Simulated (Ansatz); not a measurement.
Pair distribution function (total) of Ru (hcp), cell Ru48, begun in the crystal structure [in the run: it stayed crystalline; mean temperature 767 K (target 800 K); density 11.94 g/cm³, volume +3 % from the start crystal's; mean pressure -1.5 GPa against a target of 0; under uneven stress (diagonal components 1.5 GPa apart); one k-point, which a denser mesh shifts by 0.3 GPa in pressure and 0.09 eV/Å in forces], from MD at 767 K. Calculation: PBE (plane waves, PAW; Ansatz, a first-principles code). Volume per atom 14.06 Å³, mean pressure -1.5 GPa. 

(r (Å), g(r)): (1.74, 0.00); (1.78, 0.00); (1.82, 0.00); (1.86, 0.00); (1.90, 0.00); (1.94, 0.00); (1.98, 0.00); (2.02, 0.00); (2.06, 0.00); (2.10, 0.00); (2.14, 0.00); (2.18, 0.00); (2.22, 0.00); (2.26, 0.00); (2.30, 0.00); (2.34, 0.00); (2.38, 0.02); (2.42, 0.10); (2.46, 0.31); (2.50, 0.90); (2.54, 1.99); (2.58, 3.54); (2.62, 5.36); (2.66, 6.48); (2.70, 7.14); (2.74, 6.48); (2.78, 5.24); (2.82, 3.81); (2.86, 2.27); (2.90, 1.19); (2.94, 0.58); (2.98, 0.23); (3.02, 0.08); (3.06, 0.03); (3.10, 0.01); (3.14, 0.00); (3.18, 0.00); (3.22, 0.00); (3.26, 0.00); (3.30, 0.00); (3.34, 0.00); (3.38, 0.00); (3.42, 0.00); (3.46, 0.00); (3.50, 0.01); (3.54, 0.03); (3.58, 0.08); (3.62, 0.23); (3.66, 0.49); (3.70, 0.82); (3.74, 1.22); (3.78, 1.57); (3.82, 1.71); (3.86, 1.70); (3.90, 1.38); (3.94, 0.98); (3.98, 0.63); (4.02, 0.34); (4.06, 0.18)

Question: Read off where the first shell ends and the number of neighbours in it.

Answer: g is nil from 3.1 to 3.5 Å, so any cut there serves; 12.0 neighbours in the shell, from n = 4πρ∫r²g(r)dr.
